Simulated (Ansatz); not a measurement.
The reference is HfO₂ in the fluorite structure (space group Fm-3m, No. 225; a = 5.0589 Å). Axes: x, y, z lie along the cube axes.

Calculations: Ansatz (a first-principles code), r2SCAN, PAW, cutoff 500 eV, spin-orbit coupling left out, earlier PAW set.

Strains are applied to the cell and any free atomic positions relax; under biaxial strain the out-of-plane vector relaxes too.

One change was made to it. Results:

```json
[
 {"quantity": "energy relative to the base (free energy F)", "base": "0 meV/atom", "after": "+1.4 meV/atom"},
 {"quantity": "pressure (mean of the normal stresses, compression positive)", "base": "0.00 GPa", "after": "2.49 GPa"}
]
```

**Question.** Name the change that was made.
(A) isotropic strain −1.98 %
(B) uniaxial strain ε_xx = −4.68 %
(C) biaxial strain −0.55 %, plane normal [001], relaxed out of plane
(D) isotropic strain −0.69 %

**Answer.** C, biaxial strain −0.55 %, plane normal [001], relaxed out of plane. For comparison, the energy relative to the base in the other runs: isotropic strain −0.69 % gives +4.0 meV/atom; uniaxial strain ε_xx = −4.68 % gives +47 meV/atom; isotropic strain −1.98 % gives +34 meV/atom.

Stability against distortions was not tested. This is not the structure that HfO2 has at room temperature and ambient pressure.
